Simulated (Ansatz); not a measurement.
Take InP in the zinc blende structure (space group F-43m, No. 216; a = 5.9595 Å) as the base.

Method: PBE (Ansatz, an electronic-structure program, PAW, scalar-relativistic without spin-orbit coupling).

For the base:

| Quantity | Value |
|---|---|
| Electron mass | 0.037 mₑ (at Γ) |
| Hole mass | 0.037, 0.46, 0.46 mₑ (at Γ) |
| Width of the top valence band | 2.69 eV |
| Valley order | Γ 0.44 eV; L along ⟨111⟩ 1.38 eV; X along ⟨100⟩ 1.85 eV |

Perturbation: a negative pressure, −1 GPa.

Question: What does the calculation give for the electron mass, hole mass, mean gap deformation potential ΔEg/Δln V, width of the top valence band and valley order after the change?

Answer: The electron mass goes from 0.037 mₑ (at Γ) to 0.030 mₑ (at Γ); the hole mass (degenerate bands, along [100]) changes from 0.037, 0.46, 0.46 mₑ (at Γ) to 0.030, 0.47, 0.47 mₑ (at Γ); the mean gap deformation potential ΔEg/Δln V comes out as -5.5 eV; the width of the top valence band drops by 0.07 eV (2.69 eV → 2.62 eV); the valley order (the lowest conduction-band minima on the path, energy above the VBM, named in the base's zone) changes from Γ 0.44 eV; L along ⟨111⟩ 1.38 eV; X along ⟨100⟩ 1.85 eV to Γ 0.35 eV; L along ⟨111⟩ 1.34 eV; X along ⟨100⟩ 1.88 eV.

Load acts through the strain it causes; cell and atoms are relaxed under it. Masses are band curvatures over ±0.01 Å⁻¹ around the edge. Stability against distortions was not tested.
